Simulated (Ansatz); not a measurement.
PBE against r2SCAN: hypothetical zinc blende CsBr

Start from CsBr in the zinc blende structure (space group F-43m, No. 216; a = 8.193 Å; a hypothetical phase, not in the database extracts checked).

(Cell as relaxed with PBE.)

Levels (all Ansatz, a quantum-chemistry and plane-wave program, PAW): PBE (420 eV, no spin-orbit coupling); r2SCAN (500 eV, no SOC).

Each level relaxes its own structure.

| quantity | PBE | r2SCAN |
|---|---|---|
| volume per atom | 68.74 Å³ | 68.04 Å³ |
| lattice parameter a | 8.193 Å | 8.165 Å |
| band gap | 3.97 eV | 4.56 eV |
| gap character | indirect, W → Γ | indirect, W → Γ |
| electron mass | 0.51 mₑ | 0.51 mₑ |

PBE's volume per atom lies 0.707 Å³ above r2SCAN's (1.0 %); PBE's lattice parameter a lies 0.028 Å above r2SCAN's (0.3 %); PBE's band gap lies 0.596 eV below r2SCAN's; the two agree on the gap character and electron mass. Neither level is exact; r2SCAN is the comparison here, not a measurement.

Masses are band curvatures over ±0.01 Å⁻¹ around the edge. Whether these cells are dynamically stable was not tested.
